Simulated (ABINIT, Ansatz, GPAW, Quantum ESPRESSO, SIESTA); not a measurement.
One structure in several programs: TaCr₂ (Fd-3m, 6 atoms in the cell)

Self-consistent single point, at a second geometry (lattice scaled by 0.98). First geometry:

```
CELL_PARAMETERS angstrom
      0.00000     3.44896     3.44896
      3.44896     0.00000     3.44896
      3.44896     3.44896     0.00000
ATOMIC_POSITIONS crystal
  Ta 0.75000 0.75000 0.75000
  Ta 0.50000 0.50000 0.50000
  Cr 0.12500 0.12500 0.62500
  Cr 0.12500 0.62500 0.12500
  Cr 0.12500 0.12500 0.12500
  Cr 0.62500 0.12500 0.12500
```

Shared settings, as Ansatz (a first-principles code) writes them: kpoints.mp_grid.grid = 8 8 8; scf.occupations.method = gaussian; scf.occupations.width = 0.1 eV. Potentials and cutoffs stand in the table.

```
code                                                                                                                                 model  ΔF from the first geometry (meV/atom)  pressure (GPa)       cutoff
----------------  ------------------------------------------------------------------------------------------------------------------------  -------------------------------------  --------------  -----------
ABINIT                                                                                                  LDA (PW92), PAW (JTH v2.0 LDA PAW)                                  -10.0            6.15        30 Ha
Quantum ESPRESSO                                                                       LDA (PZ), GBRV 1.5 ultrasoft (LDA) pseudopotentials                                  -15.1            5.20        50 Ry
Ansatz                                                                                                 LDA (PW92), PAW files made with PBE                                  -16.7            5.00      default
GPAW                                                                         LDA (Perdew-Wang 92), GPAW PAW datasets LDA (gpaw-data 1.0.1)                                  -22.2            3.67       800 eV
SIESTA            LDA PW92, numerical atomic orbitals DZP, PseudoDojo LDA standard norm-conserving potentials (rewritten from UPF to PSML)                                  -31.1            2.33  grid 300 Ry
```

On Ansatz's run: spin-orbit coupling is off. Spin polarisation is off.

The spread over the programs that give each value: ΔF from the first geometry within 21.1 meV/atom; pressure within 3.82 GPa.

SIESTA uses small atom-centred bases, whose incompleteness enters pressures, forces and empty levels differently from a plane-wave cutoff. Ansatz's pressure is given at a fixed set of plane waves, as the other plane-wave codes print theirs; with its correction for the finite basis it is 5.05 GPa. The same LDA comes in different parametrisations, which differ slightly. In the pressure, ABINIT (by 1.04), GPAW (by 1.43) and SIESTA (by 2.78) lie more than 1 GPa from the median of the plane-wave programs.

The starting cell comes from a database of computed structures (which also holds hypothetical and non-ambient phases and stackings), without a prior relaxation at this level. For this run, on top of that: lattice scaled by 0.98.

Left out of this page: Elk and FLEUR (not drawn, or without a comparable value).

Keys are those of Ansatz 0.2.
